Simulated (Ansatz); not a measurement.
Some atoms of an NVE trajectory of Ag (fcc), cell Ag32, started from the crystal [in the run: it stayed crystalline; mean temperature 1036 K (target 1040 K); density 9.38 g/cm³, volume +12 % from the start crystal's; mean pressure -0.4 GPa against a target of 0]; time step 4.0 fs, velocity Verlet. Calculation: r2SCAN (plane waves, PAW; Ansatz, an electronic-structure program). On the run's last frame a denser k-mesh moved the forces by 0.065 eV/Å rms, the static pressure by -0.46 GPa and the free energy by -10 meV/atom, which is about how far such values are converged.

```
atom  mass (u)                 x y z (Å)                       v (Å/fs)                F (eV/Å)
----  --------  ------------------------  -----------------------------  ----------------------
Ag7    107.868  2.19109 -0.04511 6.25644  -0.003313 -0.002646 -0.002212   -0.1356 0.3091 0.3823
Ag12   107.868  1.98646 6.38993 -0.01490   -0.000941 -0.005976 0.001239   0.1739 -0.1339 0.1066
Ag13   107.868   0.05504 4.68044 3.69981  -0.001124 -0.003799 -0.000471   0.1656 -0.6172 0.5678
Ag15   107.868   1.96159 4.46396 5.94352    -0.003580 0.003926 0.001929  -0.1982 -0.6607 0.2185
```

Give their positions one step later.

x' = x + vΔt + FΔt²/(2m), with 1 eV/(Å·u) = 0.0096485 Å/fs².
| atom | x' y' z' (Å) |
|---|---|
| Ag7 | 2.17774 -0.05547 6.24786 |
| Ag12 | 1.98282 6.36593 -0.00987 |
| Ag13 | 0.05066 4.66481 3.69833 |
| Ag15 | 1.94712 4.47919 5.95140 |
